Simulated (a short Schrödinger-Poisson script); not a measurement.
From a short Schrödinger-Poisson script (our own, NumPy): one-band effective-mass equation with BenDaniel-Duke matching, electrons, heavy and light holes apart, hard walls at the outer ends, one valence edge for both holes (no strain splitting), no charge, excitons, band mixing or non-parabolicity; under a field the levels are quasi-bound states of a box, listed while three quarters of their weight lies within 4 nm of the wells.

Structure: single GaAs/Al0.2Ga0.8As quantum well.

From the first side: 20 nm Al0.2Ga0.8As; 6 nm GaAs; 20 nm Al0.2Ga0.8As.

Constants are typed, rounded textbook-type inputs, not results; the design itself was drawn at random and stands for no fabricated device. GaAs: direct gap (eV) 1.424, conduction-band edge (eV) 0, electron mass (mₑ) 0.067, heavy-hole mass 0.377, light-hole mass 0.09. Al0.2Ga0.8As: direct gap (eV) 1.673, conduction-band edge (eV) 0.158, electron mass (mₑ) 0.0836, heavy-hole mass 0.397, light-hole mass 0.108.

The valence-band edge of each layer lies one gap below its conduction-band edge. The electron's potential energy rises along the stack by the applied field. Mesh 0.03 nm at interfaces.

Give the e1-hh1 transition at zero applied field (eV); the e1 above the well's band edge (meV); the hh1 − lh1 (meV).

e1-hh1 transition at zero applied field (eV): 1.491; e1 above the well's band edge (meV): 52.0; hh1 − lh1 (meV): 20.0. Excitons are left out, and strain enters only through the typed gaps and offsets, so measured lines lie elsewhere.
